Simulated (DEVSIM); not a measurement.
Device: Au/Si3N4/p-GaSb capacitor, at 300 K.

Layer 1 from the left is Si3N4, thickness (nm) 5.60. Layer 2 from the left is GaSb, thickness (nm) 2200, Na (cm⁻³) 7.5e16.

Metal gate on the left, work function 5.1 eV. Fixed charge at the semiconductor interface 0 cm⁻² (in units of +e); no interface traps.

The device is made up for the run: typed textbook-type constants, with dimensions and the other settings drawn at random. Values at 300 K.

Si3N4: gap (eV) 5.1, affinity (eV) 2.1, permittivity 7.5. GaSb: gap (eV) 0.726, affinity (eV) 4.06, permittivity 15.7, Nc (cm⁻³) 2.1e17, Nv (cm⁻³) 1.8e19.

**Question.** Estimate by hand the flat-band voltage, the threshold voltage, and compare with a numerical solution.

**Answer.** 
- Flat-band voltage: C = 1.19 μF/cm², work-function difference 0.456 V; VFB = φms − qNf/C = 0.46 V; numerical 0.46 V.
- Threshold voltage: φF = 0.279 V, depletion charge √(4εqNφF) = 1.36e-7 C/cm²; VT = VFB + 2φF + Qd/C = 1.13 V; numerical 1.13 V.

Model (solved in DEVSIM): 1D Poisson equation in equilibrium, Boltzmann statistics, complete ionisation; no quantum confinement or tunnelling. Metal contacts follow the ideal Schottky-Mott rule: no Fermi-level pinning, no interface dipoles.
